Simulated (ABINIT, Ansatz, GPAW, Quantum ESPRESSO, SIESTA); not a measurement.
## One structure in several programs: Mo (Im-3m, 1 atom in the cell)

Self-consistent single point.

```xyz
1
Lattice="-1.5680 1.5680 1.5680 1.5680 -1.5680 1.5680 1.5680 1.5680 -1.5680" Properties=species:S:1:pos:R:3 pbc="T T T"
Mo     0.0000     0.0000     0.0000
```

All programs got the same cell, k-point mesh and kind of occupations (in Ansatz's words: kpoints.mp_grid.grid = 15 15 15; scf.occupations.method = gaussian; scf.occupations.width = 0.05 eV); potentials, basis and cutoffs are each program's usual ones.

```csv
code,model,pressure (GPa),k-points,cutoff
ABINIT,"PBE, PAW (JTH v2.0 PBE PAW)",7.13,120,20 Ha
GPAW,"PBE, GPAW PAW datasets PBE (gpaw-data 1.0.1)",6.15,120,550 eV
SIESTA,"GGA PBE, numerical atomic orbitals DZP, PseudoDojo PBE standard norm-conserving potentials (rewritten from UPF to PSML)",5.54,1688,grid 400 Ry
Quantum ESPRESSO,"PBE, SSSP 1.1.2 efficiency (PBE) pseudopotentials",6.60,120,60 Ry
Ansatz,"PBE, default PAW files",6.75,120,default
```

The spread over the programs that give each value: pressure within 1.59 GPa.

The starting cell comes from a database of computed structures (which also holds hypothetical and non-ambient phases and stackings), without a prior relaxation at this level. Its lattice was rescaled by a random factor within 2.5 % of one. On Ansatz's run: Spin polarisation is off. In the base run, with a pressure of about 7 GPa the cell is away from its equilibrium volume at this level.

Q: Why do the programs differ, and what cannot be compared?

A: Differences of this kind can come from the potentials, where these differ, and from what each basis and cutoff leave unconverged. The zero of total energies and Fermi levels follows the potentials and each program's conventions, so they are not compared here. SIESTA uses small atom-centred bases, whose incompleteness enters pressures, forces and empty levels differently from a plane-wave cutoff. Ansatz's pressure is given at a fixed set of plane waves, as the other plane-wave codes print theirs; with its correction for the finite basis it is 6.80 GPa. The programs reduce the same mesh by symmetry to different extents, which changes the work and not the result. In the pressure, SIESTA (by 1.13) lies more than 1 GPa from the median of the plane-wave programs.

Left out of this page: Elk and FLEUR (not drawn, or without a comparable value).

Ansatz is a program for electronic structure.

Keys are those of Ansatz 0.2.
